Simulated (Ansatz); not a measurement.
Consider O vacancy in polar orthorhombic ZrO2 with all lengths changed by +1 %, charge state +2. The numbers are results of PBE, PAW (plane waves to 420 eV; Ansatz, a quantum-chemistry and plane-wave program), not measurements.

Cell of 96 host sites held at the strained lattice (strain from the relaxed PBE one, atoms relaxed); the Γ point alone; Fermi-Dirac width 0.01 eV, spin-restricted; finite-size errors left in. Static, classical nuclei. The host's phase is taken as given; its stability against other phases was not computed. The charge state is imposed; whether it is stable for some Fermi level was not computed. Forms of the defect that were not tried may lie lower.

Barriers: single points on a 2×2×2 k-point mesh shifted by half a step at the bands' geometries.

Relaxed starting cell (atoms counted from 1):

```xyz
95
Lattice="10.7541 0.0000 0.0000 0.0000 10.2979 0.0000 0.0000 0.0000 10.3590" Properties=species:S:1:pos:R:3 pbc="T T T"
Zr     2.6474     3.7097     1.4619
Zr     2.8114     3.7768     6.5365
Zr     2.8720     8.9271     1.3745
Zr     2.8223     8.9262     6.5775
Zr     8.2042     3.8169     1.3553
Zr     8.2381     3.8017     6.5332
Zr     8.2891     8.9734     1.3314
Zr     8.2152     8.9389     6.5561
Zr     5.1986     3.7964     3.9255
Zr     5.2754     3.6612     8.9320
Zr     5.2088     8.9975     4.0260
Zr     5.2196     8.9624     9.1165
Zr    10.5706     3.7791     3.9702
Zr    10.5770     3.7956     9.1487
Zr    10.5772     8.9333     3.9861
Zr    10.6066     8.9009     9.1118
Zr     2.5062     1.3042     4.0071
Zr     2.5062     1.3534     9.1790
Zr     2.5499     6.5011     3.9554
Zr     2.5476     6.4847     9.1182
Zr     7.9046     1.3766     3.9291
Zr     7.9111     1.3414     9.1432
Zr     7.9155     6.4786     4.0008
Zr     7.8831     6.5025     9.1267
Zr     0.1104     1.3136     1.4091
Zr     0.1463     1.3479     6.5821
Zr     0.1843     6.5216     1.3706
Zr     0.1573     6.5013     6.5469
Zr     5.5426     1.3682     1.3835
Zr     5.5647     1.3395     6.4834
Zr     5.6743     6.7475     1.4853
Zr     5.5047     6.4985     6.5410
O      4.5999     4.8557     5.6848
O      4.6196    10.0319     0.5348
O      4.5845    10.0107     5.7506
O      9.9665     4.8813     0.5572
O      9.9775     4.8667     5.7170
O     10.0242     9.9770     0.5359
O      9.9938     9.9919     5.7642
O      3.5133     4.9231     2.9591
O      3.5036     4.8475     8.3239
O      3.4188    10.0027     3.1569
O      3.4201     9.9839     8.3788
O      8.8104     4.8585     3.1342
O      8.8059     4.8497     8.3319
O      8.8141    10.0124     3.1284
O      8.8199     9.9886     8.3404
O      0.7276     0.2706     3.1672
O      0.7619     0.3020     8.3652
O      0.7964     5.3768     3.0861
O      0.7713     5.4328     8.3120
O      6.1063     0.3316     3.1515
O      6.1367     0.2892     8.2958
O      6.1364     5.4747     3.1361
O      6.1149     5.4241     8.3100
O      1.9779     0.3396     0.6178
O      1.9233     0.2893     5.7655
O      2.0290     5.4007     0.5064
O      1.9297     5.4229     5.6978
O      7.3410     0.3470     0.5789
O      7.3000     0.2801     5.7021
O      7.0869     5.4133     0.5308
O      7.2997     5.4436     5.7387
O      1.4471     2.6736     2.7357
O      1.5275     2.7251     7.8911
O      1.5675     7.8287     2.6507
O      1.4994     7.8602     7.8374
O      6.8725     2.7442     2.6245
O      6.8765     2.7107     7.7996
O      6.9327     7.8937     2.6584
O      6.8876     7.8458     7.8455
O      1.0884     2.6934     0.1311
O      1.1375     2.7212     5.3015
O      1.2265     7.8720     0.0685
O      1.1537     7.8478     5.2420
O      6.4766     2.7294     0.0261
O      6.5342     2.7239     5.2085
O      6.6340     7.9793     0.0879
O      6.5171     7.8606     5.2549
O      3.8303     2.7585     0.0172
O      3.8303     2.4555     5.2058
O      3.9695     7.4515     0.1345
O      3.8293     7.5784     5.2769
O      9.1780     2.4527     0.0708
O      9.2139     2.4284     5.2490
O      9.2621     7.5455     0.0573
O      9.2100     7.5876     5.2493
O      4.1610     2.4396     2.6128
O      4.2027     2.3594     7.7718
O      4.2465     7.6523     2.7144
O      4.1970     7.5877     7.8549
O      9.5462     2.4328     2.6593
O      9.5765     2.4333     7.8469
O      9.6269     7.5819     2.6486
O      9.5767     7.5639     7.8254
```
Cell charge +2.

End state 1 differs by these moves (Å; atoms that move under 0.08 Å are left out):

```
atom  element     Δx     Δy     Δz
----  -------  -----  -----  -----
1          Zr   0.13  -0.05  -0.30
4          Zr   0.02   0.07   0.04
7          Zr  -0.09  -0.07   0.01
9          Zr   0.21  -0.09   0.12
10         Zr  -0.03   0.11   0.19
11         Zr  -0.03  -0.07  -0.06
15         Zr  -0.06   0.04  -0.07
18         Zr  -0.02  -0.02  -0.11
19         Zr  -0.17   0.24   0.12
21         Zr   0.04  -0.06   0.07
30         Zr  -0.02  -0.04   0.11
31         Zr  -0.17  -0.26  -0.14
33          O  -0.06   0.07  -0.14
34          O   0.01  -0.05   0.07
40          O   1.04  -0.08  -2.41
50          O   0.17   0.03   0.03
54          O  -0.11  -0.08  -0.04
56          O  -0.06  -0.05  -0.09
58          O  -0.09   0.02   0.03
62          O   0.19   0.02   0.01
63          O  -0.04  -0.07  -0.06
64          O   0.13   0.05  -0.12
65          O  -0.01   0.00  -0.09
66          O  -0.15   0.15   0.03
68          O   0.09  -0.05   0.09
69          O   0.04   0.01   0.09
70          O  -0.11  -0.02   0.00
72          O   0.09   0.02  -0.10
73          O   0.04   0.02  -0.09
76          O   0.05  -0.01   0.09
77          O   0.07  -0.05   0.12
78          O  -0.08  -0.12  -0.02
80          O   0.02  -0.40  -0.02
82          O  -0.11   0.13  -0.05
88          O   0.06   0.32  -0.01
89          O   0.02   0.09   0.02
90          O  -0.16  -0.20   0.01
92          O   0.08   0.02   0.00
94          O  -0.08  -0.04   0.00
```

Question: What is the computed forward and backward barriers to end state 1 (PBE, PAW)?

Answer: forward 0.44 eV, backward 0.44 eV; at the saddle point atom 40 has neighbours O at 2.61; Zr at 2.02, Zr at 2.03 Å. The saddle point's order was not checked.

End state 2 differs by these moves (Å; atoms that move under 0.08 Å are left out):

```csv
atom,element,Δx,Δy,Δz
1,Zr,-0.01,0.36,0.23
5,Zr,0.05,0.00,0.08
7,Zr,-0.05,-0.06,0.08
9,Zr,0.06,-0.05,0.03
10,Zr,-0.02,0.22,0.20
11,Zr,0.00,-0.11,-0.04
18,Zr,-0.14,-0.09,-0.13
19,Zr,-0.04,0.09,0.05
21,Zr,0.03,-0.05,0.09
25,Zr,0.07,0.04,-0.03
26,Zr,-0.04,0.06,-0.06
29,Zr,0.07,-0.14,0.13
30,Zr,-0.04,0.00,0.12
31,Zr,-0.15,-0.30,-0.12
33,O,0.06,-0.05,0.09
40,O,-0.01,-0.02,0.33
50,O,0.14,-0.10,-0.14
52,O,0.07,-0.08,0.09
54,O,0.02,-0.10,-0.03
58,O,-0.12,0.13,0.00
60,O,0.00,-0.10,0.02
61,O,0.01,0.04,0.11
62,O,0.14,-0.08,-0.04
65,O,-0.05,0.00,-0.09
68,O,0.07,-0.08,0.06
70,O,-0.04,-0.08,-0.01
72,O,0.14,0.03,-0.07
76,O,-0.20,-0.18,0.02
78,O,-0.11,-0.17,-0.01
80,O,0.66,1.95,0.55
81,O,0.03,-0.05,0.07
82,O,-0.11,0.12,-0.06
88,O,0.02,0.05,-0.12
89,O,-0.05,0.02,0.32
90,O,-0.05,-0.10,-0.05
```

Question: Predict the forward and backward barriers to end state 2 from PBE, PAW.

Answer: forward 0.44 eV, backward 0.25 eV; at the saddle point atom 80 has neighbours 2 Zr at 2.00 Å. The saddle point's order was not checked.

End state 3 differs by these moves (Å; atoms that move under 0.15 Å are left out):

| atom | element | Δx | Δy | Δz |
|---|---|---|---|---|
| 1 | Zr | 0.34 | -0.17 | 0.03 |
| 10 | Zr | -0.08 | 0.13 | 0.20 |
| 20 | Zr | 0.04 | 0.14 | -0.18 |
| 27 | Zr | -0.23 | 0.06 | 0.09 |
| 31 | Zr | -0.16 | -0.27 | -0.13 |
| 40 | O | -0.07 | -0.11 | 0.18 |
| 58 | O | 2.37 | -0.52 | 0.03 |
| 62 | O | 0.19 | 0.00 | 0.03 |
| 72 | O | 0.19 | 0.15 | 0.01 |
| 74 | O | -0.09 | -0.34 | -0.05 |
| 78 | O | -0.15 | -0.14 | -0.01 |
| 80 | O | 0.11 | -0.45 | 0.07 |
| 82 | O | -0.18 | 0.11 | -0.11 |
| 90 | O | -0.07 | -0.11 | -0.09 |
| 94 | O | -0.12 | 0.04 | 0.09 |

Question: Estimate the forward and backward barriers to end state 3 that PBE, PAW returns for this input.

Answer: forward 0.51 eV, backward 0.51 eV; at the saddle point atom 58 has neighbours O at 2.53; Zr at 2.00, Zr at 2.16 Å. The saddle point's order was not checked.
